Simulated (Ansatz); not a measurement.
The reference is CdSe in the zinc blende structure (space group F-43m, No. 216).

```yaml
crystal:
  lattice:
    - [0.00000, 3.06666, 3.06666]
    - [3.06666, 0.00000, 3.06666]
    - [3.06666, 3.06666, 0.00000]
  atoms:
    - { symbol: Se, position: [0.75000, 0.75000, 0.75000] }
    - { symbol: Cd, position: [0.00000, 0.00000, 0.00000] }
```

Levels (all Ansatz, a first-principles code, PAW, earlier PAW set): r2SCAN (500 eV, no spin-orbit coupling); HSE06+SOC (420 eV, with spin-orbit coupling).

Its gap is 1.03 eV with r2SCAN and 1.35 eV with HSE06+SOC.

Now apply this change: every Cd is replaced by Zn, then cell and atoms are relaxed.

With r2SCAN the gap becomes 1.86 eV.

Question: If the HSE06+SOC correction stayed the same, what would the HSE06+SOC gap be, and what does the HSE06+SOC run give?

Answer: A rigid correction of +0.32 eV gives 2.18 eV. The HSE06+SOC run gives 2.27 eV, so the correction itself changes by +0.09 eV.

Single points use the geometry relaxed with r2SCAN. The spin-orbit shifts are approximate. No phonon test of stability was made.
